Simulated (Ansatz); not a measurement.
## What pressure −1 GPa does to Te

The parent structure is Te (space group P3_121, No. 152; a = 4.624 Å, c = 5.903 Å; made of chains).

Now apply this change: hydrostatic tension (pressure −1 GPa).

Calculations: Kohn–Sham DFT with the r2SCAN functional, run in Ansatz (a first-principles code) with PAW and 500 eV plane waves, spin-orbit coupling left out. Settings: 8×8×6 k-points, 0.05 eV Fermi–Dirac smearing.

```json
[
 {"quantity": "volume per atom", "base": "36.44 Å³", "changed": "43.32 Å³", "shift": "+6.88 Å³"},
 {"quantity": "density", "base": "5.81 g/cm³", "changed": "4.89 g/cm³", "shift": "-0.92 g/cm³"},
 {"quantity": "lattice parameter a", "base": "4.624 Å", "changed": "5.088 Å", "shift": "+0.464 Å"},
 {"quantity": "c/a ratio", "base": "1.277", "changed": "1.139", "shift": "-0.1372"},
 {"quantity": "shortest interatomic distance", "base": "2.827 Å", "changed": "2.784 Å", "shift": "-0.0424 Å"},
 {"quantity": "enthalpy H = E + PV relative to the base's energy", "base": "–", "changed": "-0.24 eV/atom", "shift": "–"},
 {"quantity": "band gap", "base": "0.55 eV", "changed": "1.04 eV", "shift": "+0.49 eV"},
 {"quantity": "gap character", "base": "indirect, k = (1/4, 3/8, -1/2) in the run's primitive reciprocal basis → H", "changed": "indirect, L → H", "shift": "–"},
 {"quantity": "smallest direct gap", "base": "0.60 eV", "changed": "1.22 eV", "shift": "+0.62 eV"},
 {"quantity": "width of the top valence band", "base": "2.25 eV", "changed": "1.27 eV", "shift": "-0.98 eV"},
 {"quantity": "electron mass", "base": "0.089 mₑ along c, 0.11 mₑ across (at H)", "changed": "0.15 mₑ along c, 0.33 mₑ across (at H)", "shift": "–"}
]
```

Final structure:

```xyz
3
Lattice="5.0878 0.0000 0.0000 -2.5439 4.4061 0.0000 0.0000 0.0000 5.7971" Properties=species:S:1:pos:R:3 pbc="T T T"
Te     1.1572     0.0000     1.9324
Te    -0.5786     1.0022     3.8647
Te     1.9653     3.4039     0.0000
```

With Te present, leaving out spin-orbit coupling can change the band edges. Load acts through the strain it causes; cell and atoms are relaxed under it. Masses are band curvatures over ±0.01 Å⁻¹ around the edge. Whether these cells are dynamically stable was not tested. No dispersion term is included, though the crystal is made of layers, chains or molecules, so its spacings can come out too wide.
